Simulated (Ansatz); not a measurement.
Amorphous Hf₁₈O₃₅F₂, 55 atoms at 8.88 g/cm³, one PBE-relaxed geometry, zone centre. Methods: PBE, scalar-relativistic without spin-orbit coupling (Ansatz, a quantum-chemistry and plane-wave program); r2SCAN, scalar-relativistic without spin-orbit coupling (Ansatz); HSE06, scalar-relativistic without spin-orbit coupling (Ansatz). Plane waves to 420 eV (r2SCAN 500 eV); exact exchange is cut at the cell's faces. At PBE the levels at the filled edge of the gap are localised (band-tail or defect states). All rungs ran without spin polarisation.

It comes from a melt-quench run on a machine-learned potential (CHGNet), relaxed afterwards by DFT. O and F atoms were pushed apart under 1.9 Å during the dynamics, to hinder bonds among them. The hot cell started wider than the set density and was brought back towards it in steps. It is the lowest in DFT energy of 2 quenches. It is a model cell: composition and starting density were chosen by hand, and all elements were melted together. No dispersion term was used. Its density started from a set value of 8.88 and ended at 8.88 g/cm³. The simulated quench (nominally 300 K/ps over its main leg) is rapid and tends to freeze in more defects than a deposited or slowly cooled glass has. A cell of this size samples the disorder only roughly. The volume was held where the preparation left it, at a PBE pressure of 2.1 GPa. Stress components on the final sampling reach 3.4 GPa. On a 2×2×2 Γ-centred mesh force components of up to 0.13 eV/Å stay, since the relaxation ran on the zone centre alone. Cycles of charging lowered its energy after that relaxation.

The relaxation ran on the zone centre alone. At PBE the level gap is 3.93 eV on a 2×2×2 Γ-centred mesh, and the spacing at the zone centre alone 3.99 eV.

Task: What zone-centre spacing does r2SCAN give, roughly?

Result: 4.45 eV (+0.46 eV against PBE).

Task: What zone-centre spacing does HSE06 give, roughly?

Result: 5.53 eV (+1.53 eV against PBE).

The highest filled and the lowest empty state spread over these numbers of atoms (participation numbers): PBE: 4.4 and 24.9; r2SCAN: 4.2 and 22.7; HSE06: 4.0 and 25.7.
